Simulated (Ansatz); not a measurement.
The parent structure is Cu in the fcc (Cu type) structure (space group Fm-3m, No. 225; a = 3.577 Å; relaxed with 0.1 eV smearing). Axes: x, y, z lie along the cube axes.

All numbers come from r2SCAN (Ansatz, a first-principles code, PAW, no spin-orbit coupling).

Before the change:

The shortest interatomic distance is 2.529 Å.

The change: uniaxial stress, 2 GPa compression along z, with the cell and atoms free to relax against it.

Question: What happens to the mean lateral Poisson ratio?

Answer: The mean lateral Poisson ratio amounts to 0.44.

Question: Predict the new shortest interatomic distance.

Answer: The shortest interatomic distance decreases by 0.019 Å (2.529 Å → 2.510 Å).

Question: How does this affect the energy relative to the base?

Answer: The energy goes up by 2.2 meV/atom.

Load acts through the strain it causes; cell and atoms are relaxed under it. Stability under load was not tested beyond the relaxation. All final runs are without spin polarisation.
